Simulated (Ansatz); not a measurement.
Base system: ZnCu2SnS4 (space group I-4, No. 82; a = 5.468 Å, c = 10.935 Å). Axes: x, y, z lie along a, b, c of the conventional cell.

Method: Ansatz (a program for electronic structure), PBE, PAW, cutoff 420 eV, without spin-orbit coupling.

For the base:

| Property | Value |
|---|---|
| Pressure | 0.0 GPa |
| Shortest interatomic distance | 231.7 pm |

Modification: uniaxial strain ε_zz = −0.75 %, all other strain components held at zero; the atoms relax in the strained cell.

Question: Predict the new pressure, energy relative to the base and shortest interatomic distance.

Answer: The pressure (mean of the normal stresses, compression positive) goes from zero to 0.5 GPa; the energy increases by 0.3 meV/atom; the shortest interatomic distance drops by 0.6 pm (231.7 pm → 231.1 pm).

Whether these cells are dynamically stable was not tested. All final runs are without spin polarisation. Gaps under 0.05 eV, about the width of the smearing, are given as zero.
